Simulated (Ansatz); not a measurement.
## Sn with two functionals, pressure −1 GPa

The parent structure is Sn (space group I4_1/amd, No. 141; a = 5.947 Å, c = 3.212 Å).

(Cell as relaxed with PBE.)

Levels (all Ansatz, a quantum-chemistry and plane-wave program, PAW): PBE (420 eV, spin-orbit coupling left out); PBEsol (420 eV, without spin-orbit coupling).

Each level relaxes its own structure.

```
base                      PBE    PBEsol
-------------------  --------  --------
volume per atom      28.40 Å³  26.86 Å³
lattice parameter a   5.947 Å   5.833 Å
band gap                 zero      zero
```

It is then changed as follows: a negative pressure, −1 GPa.

```tsv
quantity	PBE	PBEsol
band gap	zero	___
shortest interatomic distance	3.103 Å	___
c/a ratio	0.540	___
```

**Question.** Given the PBE results, estimate those of PBEsol.

**Answer.** 
- band gap, PBEsol: zero
- shortest interatomic distance, PBEsol: 3.041 Å
- c/a ratio, PBEsol: 0.541

PBE's shortest interatomic distance lies 0.062 Å above PBEsol's (2.1 %); the two agree on the band gap. Neither level is exact; PBEsol is the comparison here, not a measurement.

Load acts through the strain it causes; cell and atoms are relaxed under it. Whether these cells are dynamically stable was not tested.
